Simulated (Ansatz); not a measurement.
## Si well of 12 atomic layers along [001] in random Si0.8Ge0.2, Ge share that oscillates in the well

Prepared with Tersoff's 1989 multicomponent potential (SiCGe.tersoff) in LAMMPS: minimisation. Geometry as solved with PBE, support functions at accuracy medium on the grid of 370 eV (Ansatz, a program for electronic structure).

```xyz
648
Lattice="16.58 0.00 0.00 0.00 16.58 0.00 0.00 0.00 49.53" Properties=species:S:1:pos:R:3 pbc="T T T"
Si     0.04     0.04    -0.04
Si     1.38     1.40     1.37
Si     2.74     2.80     0.03
Si     4.14     4.17     1.40
Ge     2.78     0.02     2.78
Si     4.17     1.43     4.20
Si     0.02     2.72     2.79
Ge     1.41     4.16     4.16
Si     0.00     0.02     5.59
Si     1.37     1.42     6.94
Si     2.79     2.76     5.60
Si     4.14     4.15     6.97
Ge     2.77     0.02     8.33
Si     4.18     1.42     9.73
Si     0.03     2.77     8.36
Si     1.40     4.16     9.72
Si    -0.02    -0.02    11.07
Ge     1.39     1.40    12.45
Si     2.80     2.80    11.07
Si     4.14     4.14    12.49
Si     2.80     0.02    13.84
Si     4.15     1.40    15.22
Si     0.00     2.82    13.84
Si     1.38     4.16    15.22
Si     0.00     0.00    16.63
Si     1.39     1.39    17.96
Si     2.75     2.77    16.57
Si     4.12     4.17    17.92
Si     2.76    -0.02    19.31
Si     4.13     1.34    20.69
Si    -0.01     2.77    19.31
Si     1.38     4.14    20.66
Si    -0.01    -0.01    22.03
Si     1.40     1.35    23.38
Si     2.74     2.73    22.00
Ge     4.12     4.17    23.39
Si     2.79     0.01    24.75
Si     4.13     1.36    26.18
Ge     0.01     2.75    24.78
Si     1.39     4.17    26.18
Si     0.00     0.04    27.52
Si     1.38     1.39    28.89
Si     2.77     2.77    27.53
Si     4.16     4.15    28.89
Si     2.77     0.00    30.24
Si     4.14     1.39    31.61
Si     0.00     2.77    30.25
Si     1.39     4.14    31.60
Si     0.03     0.02    32.97
Si     1.39     1.38    34.35
Si     2.77     2.77    32.99
Si     4.15     4.13    34.37
Si     2.77     0.00    35.71
Si     4.14     1.36    37.09
Si     0.02     2.74    35.74
Si     1.39     4.12    37.11
Ge     0.00    -0.01    38.47
Si     1.41     1.38    39.87
Si     2.76     2.73    38.46
Ge     4.17     4.16    39.81
Si     2.76    -0.01    41.25
Si     4.13     1.33    42.65
Si    -0.03     2.71    41.21
Ge     1.37     4.08    42.62
Si    -0.02    -0.01    44.01
Si     1.35     1.37    45.40
Si     2.76     2.69    44.02
Ge     4.15     4.13    45.40
Si     2.72    -0.01    46.75
Ge     4.13     1.37    48.17
Si     0.00     2.77    46.78
Si     1.38     4.15    48.16
Si     0.02     5.52     0.00
Si     1.37     6.90     1.38
Si     2.74     8.27     0.01
Ge     4.17     9.63     1.43
Si     2.79     5.57     2.75
Si     4.16     6.90     4.18
Si    -0.01     8.27     2.75
Ge     1.42     9.63     4.16
Si     0.04     5.58     5.56
Si     1.41     6.92     6.95
Si     2.81     8.25     5.58
Si     4.15     9.67     6.94
Si     2.76     5.53     8.33
Si     4.11     6.94     9.69
Si     0.01     8.27     8.33
Si     1.36     9.65     9.71
Si     0.00     5.53    11.08
Si     1.38     6.91    12.46
Si     2.74     8.29    11.09
Si     4.13     9.68    12.44
Si     2.75     5.53    13.84
Si     4.12     6.89    15.23
Si    -0.01     8.29    13.83
Si     1.38     9.65    15.20
Si    -0.01     5.54    16.58
Si     1.38     6.92    17.95
Si     2.76     8.29    16.58
Si     4.14     9.67    17.94
Si     2.76     5.54    19.31
Si     4.15     6.92    20.67
Si     0.02     8.32    19.28
Si     1.38     9.68    20.68
Si     0.03     5.51    22.05
Si     1.38     6.92    23.42
Si     2.76     8.29    22.04
Si     4.12     9.70    23.39
Si     2.73     5.56    24.81
Si     4.13     6.90    26.17
Si     0.00     8.31    24.78
Si     1.39     9.68    26.14
Si     0.01     5.54    27.53
Si     1.40     6.92    28.88
Si     2.76     8.30    27.52
Si     4.14     9.67    28.89
Si     2.77     5.53    30.25
Si     4.16     6.91    31.61
Si     0.01     8.30    30.23
Si     1.38     9.68    31.62
Si     0.01     5.53    32.93
Ge     1.40     6.91    34.35
Si     2.79     8.32    32.96
Si     4.15     9.68    34.35
Si     2.78     5.49    35.76
Si     4.13     6.92    37.10
Si     0.01     8.33    35.74
Si     1.38     9.69    37.11
Si     0.03     5.48    38.50
Si     1.35     6.94    39.83
Si     2.75     8.30    38.47
Si     4.13     9.69    39.84
Ge     2.75     5.58    41.24
Si     4.16     6.91    42.67
Si    -0.02     8.28    41.21
Ge     1.42     9.63    42.62
Ge    -0.01     5.54    44.04
Si     1.43     6.91    45.41
Si     2.81     8.27    44.06
Si     4.14     9.70    45.41
Si     2.76     5.54    46.81
Si     4.14     6.91    48.17
Ge     0.01     8.29    46.79
Si     1.40     9.69    48.19
Si     0.00    11.05     0.00
Ge     1.42    12.43     1.39
Si     2.77    13.85    -0.02
Si     4.16    15.16     1.38
Si     2.82    11.06     2.80
Si     4.20    12.42     4.15
Ge     0.00    13.83     2.83
Si     1.37    15.25     4.21
Ge    -0.06    11.02     5.56
Ge     1.37    12.44     6.99
Ge     2.80    13.84     5.54
Si     4.19    15.25     6.91
Si     2.75    11.00     8.34
Ge     4.13    12.43     9.73
Si    -0.03    13.84     8.37
Si     1.36    15.20     9.73
Si    -0.03    11.03    11.05
Ge     1.36    12.43    12.47
Si     2.74    13.86    11.09
Si     4.13    15.24    12.43
Si     2.77    11.02    13.86
Si     4.13    12.39    15.23
Si    -0.05    13.83    13.85
Ge     1.39    15.20    15.22
Si     0.01    11.05    16.56
Si     1.38    12.42    17.95
Si     2.79    13.78    16.61
Si     4.15    15.20    17.95
Si     2.76    11.05    19.31
Si     4.14    12.45    20.67
Si     0.00    13.81    19.32
Si     1.38    15.19    20.68
Si     0.00    11.05    22.04
Si     1.38    12.44    23.40
Si     2.77    13.82    22.04
Si     4.15    15.20    23.41
Si     2.76    11.07    24.78
Si     4.15    12.43    26.15
Si    -0.03    13.80    24.75
Ge     1.38    15.20    26.14
Si     0.00    11.06    27.51
Si     1.39    12.42    28.89
Si     2.79    13.80    27.54
Si     4.15    15.19    28.89
Si     2.76    11.05    30.26
Si     4.14    12.44    31.62
Si     0.03    13.79    30.28
Si     1.39    15.20    31.61
Si     0.01    11.06    33.00
Si     1.40    12.44    34.35
Si     2.77    13.83    32.98
Si     4.14    15.22    34.33
Si     2.76    11.05    35.73
Si     4.12    12.43    37.12
Si     0.04    13.79    35.74
Si     1.42    15.18    37.08
Si    -0.02    11.05    38.47
Ge     1.38    12.46    39.87
Si     2.79    13.85    38.47
Si     4.16    15.21    39.87
Si     2.80    11.05    41.24
Si     4.17    12.41    42.60
Si    -0.02    13.88    41.25
Si     1.35    15.23    42.61
Ge     0.00    11.06    44.07
Si     1.39    12.46    45.46
Ge     2.77    13.82    44.00
Si     4.14    15.26    45.39
Si     2.77    11.06    46.80
Si     4.11    12.45    48.17
Si    -0.01    13.83    46.79
Si     1.38    15.21    48.14
Si     5.53    -0.05     0.03
Ge     6.89     1.37     1.43
Si     8.25     2.77     0.01
Ge     9.62     4.14     1.44
Si     8.33    -0.03     2.80
Si     9.69     1.36     4.15
Si     5.49     2.81     2.81
Si     6.87     4.18     4.16
Si     5.55     0.03     5.54
Si     6.89     1.38     6.96
Ge     8.29     2.77     5.54
Si     9.69     4.15     6.96
Si     8.26     0.04     8.38
Si     9.67     1.39     9.72
Si     5.53     2.77     8.32
Si     6.94     4.11     9.68
Si     5.54     0.02    11.09
Si     6.92     1.40    12.46
Si     8.30     2.77    11.09
Si     9.67     4.14    12.48
Si     8.33     0.03    13.81
Si     9.69     1.40    15.19
Si     5.53     2.76    13.84
Si     6.90     4.15    15.21
Si     5.51     0.02    16.60
Si     6.94     1.37    17.92
Si     8.30     2.77    16.55
Si     9.67     4.13    17.94
Si     8.30    -0.01    19.31
Si     9.67     1.38    20.68
Ge     5.53     2.76    19.31
Si     6.94     4.17    20.69
Si     5.53    -0.02    22.04
Si     6.94     1.35    23.38
Si     8.31     2.76    22.05
Si     9.69     4.14    23.42
Si     8.30    -0.02    24.77
Si     9.66     1.37    26.13
Ge     5.56     2.74    24.80
Si     6.95     4.18    26.17
Si     5.53    -0.01    27.52
Si     6.91     1.39    28.87
Si     8.30     2.76    27.52
Si     9.66     4.15    28.89
Si     8.29     0.01    30.24
Si     9.66     1.38    31.63
Si     5.53     2.76    30.25
Si     6.91     4.14    31.63
Si     5.52     0.01    32.97
Si     6.90     1.37    34.36
Si     8.27     2.75    33.00
Si     9.66     4.14    34.34
Si     8.27    -0.02    35.72
Ge     9.68     1.39    37.11
Si     5.52     2.75    35.74
Si     6.91     4.14    37.09
Si     5.52     0.00    38.48
Si     6.91     1.38    39.82
Si     8.27     2.79    38.50
Si     9.70     4.12    39.85
Ge     8.28    -0.03    41.22
Ge     9.70     1.40    42.65
Ge     5.54     2.73    41.28
Si     6.93     4.14    42.68
Si     5.53     0.01    44.02
Si     6.92     1.37    45.40
Si     8.28     2.78    44.06
Si     9.71     4.12    45.38
Si     8.28    -0.03    46.76
Ge     9.67     1.38    48.16
Si     5.57     2.75    46.79
Si     6.89     4.14    48.18
Si     5.52     5.53     0.02
Si     6.91     6.90     1.40
Si     8.26     8.27     0.00
Ge     9.65     9.68     1.40
Si     8.25     5.56     2.83
Si     9.65     6.91     4.20
Si     5.57     8.25     2.83
Si     6.92     9.67     4.18
Si     5.49     5.50     5.55
Ge     6.90     6.91     6.94
Si     8.31     8.32     5.56
Si     9.68     9.68     6.95
Si     8.30     5.49     8.33
Ge     9.69     6.92     9.71
Si     5.50     8.31     8.35
Si     6.89     9.66     9.71
Ge     5.53     5.53    11.07
Si     6.96     6.90    12.46
Si     8.27     8.31    11.10
Si     9.63     9.67    12.48
Si     8.29     5.52    13.85
Si     9.65     6.88    15.24
Ge     5.53     8.29    13.84
Si     6.93     9.69    15.24
Si     5.52     5.53    16.58
Si     6.90     6.91    17.95
Si     8.29     8.29    16.59
Si     9.68     9.67    17.95
Si     8.30     5.53    19.29
Si     9.68     6.90    20.65
Si     5.52     8.30    19.30
Si     6.90     9.67    20.67
Si     5.55     5.56    22.02
Si     6.94     6.89    23.39
Si     8.28     8.26    22.00
Ge     9.70     9.66    23.38
Si     8.31     5.53    24.77
Si     9.68     6.90    26.15
Ge     5.53     8.30    24.78
Si     6.91     9.68    26.21
Si     5.53     5.53    27.52
Si     6.91     6.91    28.88
Si     8.30     8.28    27.52
Si     9.67     9.67    28.88
Si     8.27     5.52    30.25
Si     9.69     6.89    31.58
Si     5.53     8.29    30.24
Si     6.88     9.70    31.59
Si     5.52     5.51    32.99
Si     6.88     6.88    34.37
Ge     8.29     8.29    32.98
Si     9.69     9.71    34.36
Si     8.27     5.50    35.70
Ge     9.67     6.91    37.11
Si     5.49     8.27    35.71
Ge     6.90     9.68    37.10
Si     5.57     5.56    38.43
Si     6.91     6.90    39.84
Si     8.29     8.29    38.53
Si     9.66     9.67    39.87
Ge     8.32     5.53    41.26
Si     9.70     6.95    42.66
Ge     5.53     8.30    41.24
Si     6.94     9.70    42.63
Si     5.53     5.52    43.98
Ge     6.89     6.95    45.37
Si     8.32     8.35    44.00
Si     9.71     9.68    45.39
Ge     8.32     5.52    46.79
Si     9.67     6.96    48.16
Si     5.50     8.33    46.80
Si     6.94     9.66    48.14
Ge     5.57    11.08     0.01
Si     6.95    12.48     1.43
Si     8.31    13.83     0.02
Si     9.69    15.19     1.40
Si     8.26    11.08     2.81
Si     9.70    12.41     4.14
Si     5.54    13.82     2.77
Si     6.88    15.22     4.14
Si     5.52    11.03     5.56
Si     6.92    12.37     6.93
Ge     8.27    13.79     5.52
Ge     9.64    15.25     6.96
Si     8.28    11.03     8.33
Si     9.62    12.43     9.71
Ge     5.57    13.84     8.30
Si     6.93    15.23     9.75
Si     5.55    11.03    11.10
Si     6.93    12.41    12.45
Si     8.28    13.83    11.10
Si     9.68    15.20    12.45
Si     8.29    11.06    13.86
Si     9.68    12.43    15.21
Ge     5.50    13.79    13.81
Ge     6.94    15.22    15.22
Si     5.54    11.05    16.59
Si     6.92    12.44    17.95
Si     8.33    13.80    16.60
Si     9.69    15.20    17.96
Si     8.30    11.05    19.31
Si     9.67    12.45    20.67
Si     5.54    13.82    19.31
Si     6.91    15.20    20.67
Si     5.52    11.06    22.03
Si     6.88    12.47    23.39
Si     8.29    13.83    22.04
Si     9.68    15.19    23.41
Ge     8.27    11.09    24.80
Si     9.70    12.47    26.18
Si     5.52    13.82    24.78
Si     6.91    15.20    26.14
Si     5.52    11.06    27.54
Si     6.91    12.45    28.88
Si     8.29    13.83    27.52
Si     9.66    15.20    28.88
Si     8.29    11.06    30.23
Si     9.70    12.42    31.58
Si     5.53    13.82    30.25
Si     6.89    15.23    31.59
Si     5.52    11.06    32.98
Si     6.91    12.40    34.34
Ge     8.30    13.83    32.97
Si     9.69    15.22    34.39
Si     8.31    11.08    35.71
Si     9.66    12.45    37.09
Ge     5.53    13.82    35.73
Si     6.93    15.22    37.14
Si     5.50    11.09    38.50
Si     6.91    12.45    39.86
Si     8.30    13.82    38.48
Si     9.71    15.17    39.84
Si     8.28    11.06    41.22
Ge     9.68    12.45    42.62
Si     5.53    13.82    41.25
Si     6.88    15.19    42.65
Si     5.52    11.03    43.99
Ge     6.93    12.41    45.38
Si     8.29    13.86    44.01
Si     9.67    15.20    45.40
Si     8.34    11.02    46.79
Si     9.68    12.44    48.17
Ge     5.51    13.85    46.80
Si     6.94    15.21    48.19
Si    11.07    -0.03     0.03
Si    12.41     1.42     1.37
Si    13.80     2.73    -0.03
Ge    15.21     4.10     1.39
Ge    13.81     0.05     2.77
Si    15.24     1.38     4.19
Si    11.05     2.74     2.79
Si    12.38     4.13     4.19
Si    11.04     0.04     5.57
Si    12.42     1.35     6.98
Ge    13.81     2.75     5.57
Ge    15.23     4.20     6.98
Si    13.82     0.00     8.35
Si    15.21     1.38     9.71
Si    11.04     2.74     8.31
Ge    12.44     4.14     9.71
Si    11.06     0.01    11.08
Si    12.44     1.39    12.45
Si    13.86     2.74    11.11
Si    15.21     4.16    12.46
Si    13.81     0.00    13.78
Ge    15.19     1.39    15.21
Si    11.07     2.77    13.83
Si    12.43     4.16    15.20
Si    11.03     0.03    16.60
Si    12.43     1.39    17.96
Si    13.78     2.79    16.59
Si    15.19     4.15    17.94
Si    13.81     0.00    19.31
Si    15.20     1.38    20.67
Si    11.04     2.76    19.32
Si    12.42     4.14    20.67
Si    11.06     0.00    22.05
Si    12.44     1.38    23.41
Si    13.81     2.76    22.03
Si    15.21     4.14    23.36
Si    13.81    -0.01    24.78
Si    15.17     1.37    26.16
Si    11.06     2.75    24.78
Si    12.41     4.13    26.17
Si    11.03    -0.03    27.49
Ge    12.42     1.38    28.89
Si    13.83     2.78    27.51
Si    15.21     4.15    28.88
Si    13.81    -0.01    30.30
Si    15.21     1.38    31.61
Si    11.02     2.78    30.28
Si    12.43     4.14    31.61
Si    11.04     0.00    33.00
Si    12.43     1.39    34.35
Si    13.80     2.73    32.95
Ge    15.20     4.13    34.34
Si    13.79     0.03    35.74
Si    15.19     1.41    37.09
Si    11.07     2.80    35.71
Si    12.44     4.13    37.12
Si    11.09    -0.02    38.51
Si    12.46     1.37    39.87
Si    13.82     2.76    38.49
Si    15.19     4.13    39.86
Si    13.81    -0.01    41.26
Si    15.21     1.34    42.60
Si    11.09     2.78    41.22
Si    12.43     4.18    42.61
Si    11.07    -0.02    44.05
Si    12.44     1.34    45.42
Ge    13.82     2.75    44.00
Si    15.19     4.15    45.44
Si    13.83    -0.01    46.79
Si    15.20     1.38    48.14
Si    11.09     2.76    46.74
Si    12.46     4.11    48.12
Ge    11.05     5.52    -0.02
Ge    12.42     6.94     1.43
Ge    13.84     8.34    -0.01
Si    15.24     9.71     1.41
Ge    13.83     5.52     2.86
Si    15.24     6.94     4.21
Si    11.01     8.28     2.83
Ge    12.44     9.67     4.19
Si    11.04     5.53     5.57
Si    12.44     6.90     6.92
Si    13.84     8.27     5.59
Si    15.17     9.62     6.99
Si    13.81     5.59     8.34
Si    15.22     6.92     9.72
Si    11.09     8.31     8.28
Si    12.46     9.64     9.69
Si    11.06     5.52    11.13
Si    12.47     6.89    12.45
Si    13.83     8.28    11.09
Si    15.19     9.67    12.46
Si    13.83     5.53    13.84
Si    15.20     6.91    15.20
Ge    11.06     8.28    13.85
Si    12.46     9.69    15.23
Si    11.05     5.52    16.58
Si    12.43     6.91    17.93
Si    13.83     8.29    16.58
Si    15.21     9.68    17.93
Si    13.79     5.51    19.29
Ge    15.20     6.92    20.67
Si    11.07     8.29    19.31
Si    12.45     9.69    20.66
Si    11.05     5.53    22.04
Si    12.41     6.93    23.39
Si    13.79     8.33    22.06
Si    15.20     9.68    23.42
Ge    13.82     5.53    24.77
Si    15.23     6.94    26.17
Si    11.07     8.27    24.81
Si    12.44     9.67    26.15
Si    11.05     5.52    27.53
Si    12.44     6.91    28.87
Si    13.83     8.30    27.52
Si    15.21     9.68    28.88
Si    13.81     5.52    30.24
Si    15.23     6.89    31.57
Si    11.06     8.29    30.24
Si    12.43     9.70    31.59
Si    11.03     5.50    32.95
Ge    12.40     6.90    34.37
Ge    13.86     8.31    32.96
Si    15.22     9.72    34.39
Si    13.80     5.50    35.75
Ge    15.22     6.89    37.11
Si    11.05     8.35    35.73
Si    12.41     9.72    37.09
Si    11.07     5.50    38.51
Si    12.40     6.89    39.91
Ge    13.78     8.32    38.52
Si    15.21     9.70    39.89
Si    13.82     5.52    41.24
Si    15.20     6.91    42.58
Si    11.04     8.30    41.26
Si    12.41     9.70    42.61
Si    11.06     5.53    44.01
Si    12.42     6.87    45.42
Ge    13.79     8.28    44.00
Si    15.16     9.68    45.43
Si    13.82     5.52    46.79
Si    15.20     6.86    48.17
Si    11.06     8.30    46.77
Si    12.42     9.71    48.12
Si    11.07    11.07    -0.01
Si    12.44    12.43     1.37
Si    13.79    13.79    -0.04
Ge    15.20    15.21     1.32
Si    13.82    11.07     2.75
Si    15.16    12.41     4.16
Si    11.04    13.77     2.74
Ge    12.38    15.19     4.17
Si    11.04    11.07     5.58
Si    12.43    12.38     6.97
Ge    13.83    13.80     5.60
Si    15.22    15.23     6.99
Si    13.82    11.03     8.34
Si    15.18    12.43     9.71
Ge    11.07    13.81     8.37
Si    12.47    15.22     9.75
Ge    11.05    11.04    11.09
Si    12.45    12.45    12.48
Si    13.82    13.81    11.10
Si    15.19    15.20    12.45
Si    13.83    11.06    13.84
Si    15.20    12.43    15.22
Si    11.03    13.80    13.82
Ge    12.43    15.20    15.21
Si    11.07    11.06    16.58
Si    12.44    12.44    17.96
Si    13.84    13.80    16.61
Si    15.20    15.19    17.96
Si    13.83    11.06    19.30
Si    15.20    12.43    20.68
Si    11.06    13.83    19.32
Si    12.44    15.20    20.68
Si    11.08    11.09    22.01
Si    12.45    12.44    23.41
Si    13.82    13.82    22.04
Si    15.19    15.20    23.40
Si    13.81    11.05    24.78
Si    15.20    12.43    26.13
Si    11.06    13.82    24.77
Si    12.43    15.20    26.13
Si    11.06    11.05    27.52
Si    12.44    12.44    28.87
Si    13.80    13.80    27.47
Ge    15.20    15.18    28.89
Si    13.83    11.07    30.24
Si    15.21    12.43    31.63
Si    11.06    13.82    30.23
Si    12.42    15.19    31.64
Si    11.07    11.07    32.98
Si    12.43    12.45    34.36
Si    13.80    13.80    32.97
Ge    15.21    15.21    34.36
Si    13.81    11.08    35.74
Si    15.21    12.44    37.10
Si    11.07    13.83    35.75
Si    12.45    15.21    37.11
Si    11.00    11.05    38.46
Ge    12.44    12.44    39.84
Si    13.85    13.84    38.45
Si    15.17    15.20    39.88
Si    13.81    11.04    41.25
Ge    15.17    12.48    42.64
Si    11.08    13.86    41.25
Si    12.43    15.22    42.64
Si    11.08    11.06    44.03
Si    12.43    12.46    45.40
Si    13.78    13.86    44.05
Si    15.20    15.20    45.40
Si    13.80    11.08    46.77
Si    15.20    12.43    48.15
Si    11.04    13.82    46.78
Si    12.43    15.19    48.15
```
